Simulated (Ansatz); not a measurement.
AlN: response to strain

The reference is AlN in the zinc blende structure (space group F-43m, No. 216).

```
CELL_PARAMETERS angstrom
      0.00000     2.17113     2.17113
      2.17113     0.00000     2.17113
      2.17113     2.17113     0.00000
ATOMIC_POSITIONS crystal
  Al 0.00000 0.00000 0.00000
  N  0.25000 0.25000 0.25000
```

Strains are applied to the cell and any free atomic positions relax.

The values are results of plane-wave PAW DFT at the LDA level (Ansatz, a first-principles code, 420 eV), without spin-orbit coupling, not measurements.

Candidates:
(a) isotropic strain +3.00 %
(b) isotropic strain −1.50 %
(c) isotropic strain −2.00 %
(d) isotropic strain −0.50 %

Before the change:

| Property | Value |
|---|---|
| Smallest direct gap | 4.39 eV |

Question: Order them by smallest direct gap, highest first.

Answer: (c) isotropic strain −2.00 % (4.94 eV), (b) isotropic strain −1.50 % (4.80 eV), (d) isotropic strain −0.50 % (4.52 eV), (a) isotropic strain +3.00 % (3.61 eV)

Stability against distortions was not tested. This is not the structure that AlN has at room temperature and ambient pressure.
